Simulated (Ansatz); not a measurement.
Given:

```
CELL_PARAMETERS angstrom
     -3.00495     3.00495     5.84872
      3.00495    -3.00495     5.84872
      3.00495     3.00495    -5.84872
ATOMIC_POSITIONS crystal
  In 0.50000 0.50000 0.00000
  In 0.25000 0.75000 0.50000
  Te 0.37500 0.36347 0.48847
  Te 0.63653 0.12500 0.01153
  Te 0.87500 0.88653 0.51153
  Te 0.11347 0.62500 0.98847
  Ag 0.00000 0.00000 0.00000
  Ag 0.75000 0.25000 0.50000
```

No spin polarisation.

All numbers come from LDA in Ansatz (plane waves to 420 eV, PAW, no SOC). k-mesh 7×7×7 (Γ-centred); smearing 0.05 eV (Fermi–Dirac).

### Question
What is the computed band gap?

### Answer
0.54 eV.

### Question
Estimate the electron mass.

### Answer
0.048 mₑ along c, 0.056 mₑ across (at Γ).

### Question
Predict the hole mass.

### Answer
0.049 mₑ along c, 0.29 mₑ across (at Γ).

### Question
What valence-band top at Γ (three highest levels, from the VBM) does the calculation give?

### Answer
0.00, -0.14, -0.14 eV.

Spin-orbit coupling, missing from the scalar runs, can matter with Te. Load acts through the strain it causes; cell and atoms are relaxed under it. Effective masses come from finite differences of ±0.01 Å⁻¹. No phonon test of stability was made. No other phases were tried under pressure. The cell was made from InAgTe2 in the chalcopyrite structure (space group I-42d, No. 122) by this change: pressure 15 GPa.

Ansatz is a first-principles code.
